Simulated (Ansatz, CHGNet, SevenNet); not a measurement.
**Lattice parameter c of NbSi₂ (P6₂22, No. 180) at several levels of theory**

No measured value is used here.

```tsv
level (code)	value (Å)
CHGNet 0.3.0 (CHGNet)	6.579
SevenNet-0 (SevenNet)	6.616
SevenNet-l3i5 (SevenNet)	6.618
LDA (Ansatz)	[?]
PBE (Ansatz)	6.615
PBEsol (Ansatz)	6.574
PBE-D3(BJ) (Ansatz)	[?]
PBE-D4 (Ansatz)	6.570
r²SCAN (Ansatz)	6.580
r²SCAN-D4 (Ansatz)	6.566
r²SCAN+rVV10 (Ansatz)	6.573
```

Problem. Complete the blanks.

Solution. 
- LDA (Ansatz, a quantum-chemistry and plane-wave program), value (Å): 6.538
- PBE-D3(BJ) (Ansatz), value (Å): 6.551

Ansatz's density-functional and Hartree–Fock values are scalar-relativistic unless marked +SOC, with PAW data made under PBE.

Machine-learned potentials (CHGNet 0.3.0, SevenNet-0, SevenNet-l3i5) are trained on DFT data, which may include these solids.
